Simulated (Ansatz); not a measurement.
Equilibrium volume per atom of MoS₂ (R-3m, No. 166, 3 atoms in the cell; start mp-558544; a measured phase of this formula has another space group) at several levels of theory

No measured value is used here.

```
level (code)           value (Å³/atom)
---------------------  ---------------
LDA (Ansatz)                     16.45
PBEsol (Ansatz)                  17.13
r²SCAN (Ansatz)                  18.77
r²SCAN-D4 (Ansatz)               18.05
r²SCAN+rVV10 (Ansatz)            17.95
```

The crystal itself was run without spin with LDA, PBEsol, r²SCAN, r²SCAN-D4, r²SCAN+rVV10; a magnetic state was not tried in these runs. LDA, PBEsol, r²SCAN, r²SCAN-D4, r²SCAN+rVV10: the run has no spin polarisation, so it can have missed a magnetic state. LDA, PBEsol, r²SCAN, r²SCAN-D4, r²SCAN+rVV10: the relaxation could not lower the start's symmetry, so the cell can be a saddle point above a distorted one. Ansatz's density-functional and Hartree–Fock values are scalar-relativistic unless marked +SOC, with PAW data made under PBE.

A start named mp-… is a Materials Project structure, which need not be a measured phase.

Ansatz is a program for electronic structure.
